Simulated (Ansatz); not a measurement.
Ansatz (a first-principles code) run on MgAl₂Ge₂ (P3m1, 5 atoms in the cell): self-consistent single point.

Method: PBEsol, default PAW files made with PBE (plane waves; Ansatz).

```xyz
5
Lattice="4.1058 0.0000 0.0000 -2.0529 3.5558 0.0000 0.0000 0.0000 6.7744" Properties=species:S:1:pos:R:3 pbc="T T T"
Mg     0.0000     0.0000     0.0500
Al     2.0529     1.1853     2.4902
Al     0.0000     2.3705     4.2842
Ge     2.0529     1.1853     5.1279
Ge     0.0000     2.3705     1.6465
```

Reference input (self-consistent single point, DFT, PBEsol, plane waves, default PAW files made with PBE): basis.ecutwfc = 30.9 Ry; kpoints.mp_grid.grid = 9 9 5; hamiltonian.xc = pbesol; hamiltonian.pseudopotentials = {kind: paw} (the program's default PAW files); scf.occupations.method = fermi_dirac; scf.occupations.width = 0.0073 Ry. This run's input differs from it in these lines:

Ansatz 0.2 input:
```diff
@@ -15,3 +15,3 @@
   mp_grid:
-    grid: [9, 9, 5]
+    grid: [15, 15, 8]
 hamiltonian:
@@ -22,3 +22,3 @@
   occupations:
-    method: fermi_dirac
+    method: cold
     width: 0.0073 Ry
```

Output (repeated stretches shortened):

```
SCF iter   1: F=—  HF=-11468.625206 eV  |F-HF|=—  |Δ(HF+E_count)|=         —  Δρ=2.69e-3  dr2=8.37e-3  ethr=1.77e-3  ⟨swp⟩=6.3  Hψ=22990  notcnv=0
all-band conjugate gradients solve this SCF's bands
preconditioner: auto → Kerker (q_TF=auto, 2.384 Å⁻¹)
SCF iter   2: F=—  HF=-11468.622359 eV  |F-HF|=—  |Δ(HF+E_count)|=   2.85e-3  S|Δr|=    0.00e0  Δρ=1.68e-3  dr2=3.63e-3  ethr=1.90e-5  ⟨swp⟩=2.1  Hψ=8722  notcnv=0
   [... lines left out ...]
SCF iter   7: F=—  HF=-11468.621658 eV  |F-HF|=—  |Δ(HF+E_count)|=   6.00e-7  S|Δr|=    0.00e0  Δρ=1.09e-5  dr2=4.41e-7  ethr=4.14e-9  ⟨swp⟩=2.0  Hψ=8519  notcnv=0
SCF iter   8: F=—  HF=-11468.621658 eV  |F-HF|=—  |Δ(HF+E_count)|=   1.84e-8  S|Δr|=    0.00e0  Δρ=8.09e-6  dr2=1.15e-7  ethr=1.00e-9  ⟨swp⟩=2.0  Hψ=8414  notcnv=0
SCF iter   9: F=-11468.621658 eV  HF=-11468.621658 eV  |F-HF|=1.31e-8  |Δ(HF+E_count)|=   4.54e-8  S|Δr|=    0.00e0  Δρ=3.07e-6  dr2=1.94e-8  ethr=2.27e-10  ⟨swp⟩=6.8  Hψ=20889  notcnv=0
SCF 1 converged in 9 iterations: F = -11468.621658 eV  dr2 = 1.94e-8
Stability not checked (fill_not_monotonic)
Free energy (F): -11468.621658 eV
Internal energy: -11468.621821 eV  (E = F + TS)
E sigma→0 (E₀):  -11468.621712 eV
Entropy (-TS):   0.000163 eV (0.033 meV/atom)
Fermi energy:    7.908375 eV
--- Forces (eV/Å), atoms counted from 1 ---
  atom   1  Mg    -0.00000000     0.00000000    -0.15906437
  atom   2  Al     0.00000000     0.00000000     0.09452596
  atom   3  Al     0.00000000    -0.00000000     0.04799906
  atom   4  Ge     0.00000000     0.00000000     0.18750076
  atom   5  Ge    -0.00000000    -0.00000000    -0.17097052
--- Stress (GPa, compression-positive) ---
       -0.481725      -0.000000      -0.000000
       -0.000000      -0.481725       0.000000
       -0.000000       0.000000      -0.385714
  P = ⅓ Tr σ = -0.4497 GPa (-4.497 kbar)
  The stress holds the Pulay correction. Without it, at fixed plane waves, as pw.x and ABINIT print it: P = -0.4763 GPa
```

The run converged in 9 iterations. Against the reference run the free energy goes up by 3.8 meV/atom, the pressure hardly changes (-0.36 to -0.45 GPa) and the largest force goes from 0.203 to 0.188 eV/Å.

The starting cell comes from a database of computed structures (which also holds hypothetical and non-ambient phases and stackings), without a prior relaxation at this level. Its lattice was rescaled by up to half a per cent. One atom was moved a little off its site on purpose. Ansatz's pressure includes its estimate of the finite-basis (Pulay) stress.

Cost on one core of a shared machine: roughly 50 s.
